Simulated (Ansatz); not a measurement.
Band structure of CoCl2 (P-3m1, 3 atoms in the cell).

```
CoCl2
1.0
    3.59796     0.00000     0.00000
   -1.79898     3.11592     0.00000
    0.00000     0.00000    16.70425
Co Cl
1 2
Cartesian
  0.00000   0.00000   0.00000
  1.79898   1.03864  15.36072
  0.00000   2.07728   1.34352
```
Moments meant for the start (each program seeds them in its own way; μB, in the order of the atoms Co Cl Cl): 3.0 0.0 0.0.

Method of the run: PBEsol, PAW files made with PBE (plane waves; Ansatz, a quantum-chemistry and plane-wave program).

Settings: basis.ecutwfc = 420 eV; kpoints.mp_grid.grid = 7 7 2; hamiltonian.xc = pbesol; hamiltonian.pseudopotentials = {kind: paw} (an earlier, softer set of the program's PAW files); magnetization.spin_polarized = true; scf.occupations.method = fermi_dirac; scf.occupations.width = 0.1 eV; kpoints.band_path.npoints = 8.

The starting cell comes from a database of computed structures (which also holds hypothetical and non-ambient phases and stackings), without a prior relaxation at this level. Its lattice was rescaled by a random factor within 2.5 % of one. With one magnetic atom in the cell only a parallel order is possible.

Levels in eV from the Fermi level, bands 14 to 20 of the first spin channel:
| point | 14 | 15 | 16 | 17 | 18 | 19 | 20 |
|---|---|---|---|---|---|---|---|
| Γ | -2.12 | -2.12 | -0.56 | -0.56 | 3.88 | 5.24 | 6.06 |
| M | -2.16 | -2.05 | -0.84 | -0.65 | 4.60 | 6.14 | 7.88 |
| K | -1.86 | -1.86 | -1.01 | -1.01 | 5.48 | 7.88 | 7.88 |
| A | -2.12 | -2.12 | -0.56 | -0.56 | 3.88 | 5.24 | 5.91 |
| L | -2.16 | -2.05 | -0.84 | -0.65 | 4.60 | 6.14 | 7.89 |
| H | -1.86 | -1.86 | -1.01 | -1.01 | 5.48 | 7.88 | 7.88 |

Bands cross the Fermi level along this path, so the cell is metallic at this level.

The net moment of the cell came out as 3.00 μB.

Keys are those of Ansatz 0.2.
